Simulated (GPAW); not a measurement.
# GPAW run on CdO (Fm-3m, 2 atoms in the cell): self-consistent single point

Computed with PBE, GPAW PAW datasets PBE (gpaw-data 1.0.1) (plane waves; GPAW).

Input as run:

```python
from ase import Atoms
from ase.units import GPa
from gpaw import GPAW, PW

atoms = Atoms(['Cd', 'O'],
              cell=[[0.000000, 2.348010, 2.348010],
                    [2.348010, 0.000000, 2.348010],
                    [2.348010, 2.348010, 0.000000]],
              scaled_positions=[[0.000000, 0.000000, 0.000000],
                                [0.500000, 0.500000, 0.500000]],
              pbc=True)

calc = GPAW(mode=PW(950),
            xc='PBE',
            kpts={'size': (10, 10, 10), 'gamma': True},
            occupations={'name': 'methfessel-paxton', 'width': 0.1, 'order': 0},
            nbands=-10,
            symmetry={'symmorphic': False, 'tolerance': 0.0005},
            maxiter=150,
            txt='-')

atoms.calc = calc

energy = atoms.get_potential_energy()
print('Energy (eV):', round(energy, 6))
forces = atoms.get_forces()
print('Forces (eV/Ang):')
print(forces.round(5))
stress = atoms.get_stress()
print('Stress (GPa, Voigt):', (stress / GPa).round(4))
```

Output, abridged:

```
Input parameters:
  kpts: {gamma: True,
         size: (10, 10, 10)}
  maxiter: 150
  mode: {ecut: 950.0,
         name: pw}
  nbands: -10
  occupations: {name: methfessel-paxton,
                order: 0,
                width: 0.1}
  symmetry: {symmorphic: False,
             tolerance: 0.0005}
  xc: PBE

species:
  Cd:
    name: Cadmium
    Z: 48.0
    valence: 12
    core: 36
    charge: 0.0
    file: Cd.PBE.gz

    # Using partial waves for Cd as LCAO basis

  O:
    name: Oxygen
    Z: 8.0
    valence: 6
    core: 2
    charge: 0.0
    file: O.PBE.gz

    # Using partial waves for O as LCAO basis

Reference energy: -154213.970638  # eV

Spin-paired calculation

Convergence criteria:
 Maximum [total energy] change in last 3 cyles: 0.0005 eV / valence electron
 Maximum integral of absolute [dens]ity change: 0.0001 electrons / valence electron
 Maximum integral of absolute [eigenst]ate change: 4e-08 eV^2 / valence electron
 Maximum number of scf [iter]ations: 150

Symmetries present (total): 48
Symmetries with fractional translations: 0
1000 k-points: 10 x 10 x 10 Monkhorst-Pack grid + [1/20,1/20,1/20]
47 k-points in the irreducible part of the Brillouin zone
       k-points in crystal coordinates                weights
   0:     0.00000000    0.00000000    0.00000000          1/1000
   1:     0.10000000    0.10000000    0.00000000          6/1000
   2:     0.10000000    0.10000000    0.10000000          8/1000
   [... 7 lines left out ...]
          ...
  46:     0.50000000    0.50000000    0.50000000          4/1000

Wave functions: Plane wave expansion
  Cutoff energy: 950.000 eV
  Number of coefficients (min, max): 1708, 1759
  Pulay-stress correction: 0.000000 eV/Ang^3 (de/decut=0.000000)

Occupation numbers: Methfessel-Paxton:
  width: 0.1000  # eV
  order: 0

Eigensolver

Densities:
  Coarse grid: 24*24*24 grid
  Fine grid: 48*48*48 grid
  Total Charge: 0.000000

Density mixing:
  Method: separate
  Backend: pulay
  Linear mixing parameter: 0.05
  old densities: 5
  Damping of long wavelength oscillations: 50

Hamiltonian:
  XC and Coulomb potentials evaluated on a 48*48*48 grid
  External potential:
    NoExternalPotential

XC parameters: PBE with 2 nearest neighbor stencil

Number of atoms: 2
Number of atomic orbitals: 13
Number of bands in calculation: 19
Number of valence electrons: 18
Bands to converge: occupied

Density initialized from atomic densities
  13 bands from LCAO basis set
  6 bands from random numbers

Atomic positions and initial magnetic moments

Positions:
   0 Cd     0.000000    0.000000    0.000000    ( 0.0000,  0.0000,  0.0000)
   1 O      2.348010    2.348010    2.348010    ( 0.0000,  0.0000,  0.0000)

Unit cell:
           periodic     x           y           z      points  spacing
  1. axis:    yes    0.000000    2.348010    2.348010    24     0.1130
  2. axis:    yes    2.348010    0.000000    2.348010    24     0.1130
  3. axis:    yes    2.348010    2.348010    0.000000    24     0.1130

  Lengths:   3.320588   3.320588   3.320588
  Angles:   60.000000  60.000000  60.000000

Effective grid spacing dv^(1/3) = 0.1233

     iter     time        total  log10-change:
                         energy   eigst   dens
iter:   1 --:--:--    -9.908740
iter:   2 --:--:--    -9.370522   -2.14  -0.98
iter:   3 --:--:--    -8.193444   -1.55  -1.04
iter:   4 --:--:--    -8.215041   -3.09  -1.38
iter:   5 --:--:--    -8.149337   -2.79  -1.48
iter:   6 --:--:--    -8.148721   -4.40  -2.69
iter:   7 --:--:--    -8.148365c  -4.05  -2.64
iter:   8 --:--:--    -8.147852c  -4.92  -2.95
iter:   9 --:--:--    -8.147853c  -5.39  -3.19
iter:  10 --:--:--    -8.147818c  -6.11  -3.48
iter:  11 --:--:--    -8.147818c  -8.12c -4.49c

Converged after 11 iterations.

Dipole moment: (-0.000000, 0.000000, 0.000000) |e|*Ang

Energy contributions relative to reference atoms: (reference = -154213.970638)

Kinetic:        +29.286857
Potential:      -25.925551
External:        +0.000000
XC:             -11.709179
Entropy (-ST):   -0.000320
Local:           +0.200214
SIC:             +0.000000
--------------------------
Free energy:     -8.147978
Extrapolated:    -8.147818

Showing only first 2 kpts
 Kpt  Band  Eigenvalues  Occupancy
  0     7      5.02494    2.00000
  0     8      5.02494    2.00000
  0     9      6.00865    2.00000
  0    10     21.02390    0.00000

  1     7      4.99768    2.00000
  1     8      4.99768    2.00000
  1     9      7.36116    0.00000
  1    10     20.13411    0.00000

Fermi level: 6.54217

No gap
No difference between direct/indirect transitions
Energy (eV): -8.147818

Forces in eV/Ang:
  0 Cd    0.00000    0.00000    0.00000
  1 O    -0.00000    0.00000    0.00000

Stress tensor:
    -0.037030    -0.000000    -0.000000
    -0.000000    -0.037030     0.000000
    -0.000000     0.000000    -0.037030
Stress (GPa, Voigt): [-5.9329 -5.9329 -5.9329  0.     -0.     -0.    ]
```

The run converged in 11 iterations. GPAW prints stress with tension positive.

At such cutoffs GPAW's stress carries a finite-basis (Pulay) error, which enters relaxed cells too; its log prints stress with tension positive.

The starting cell comes from a database of computed structures (which also holds hypothetical and non-ambient phases and stackings), without a prior relaxation at this level. Its lattice was rescaled by a random factor within 2.5 % of one. The run gives no clean gap (levels at the Fermi energy touch, overlap or are partly filled at this smearing), which alone does not show that the compound is a metal.

Cost on one core of a shared machine: roughly 30 s.
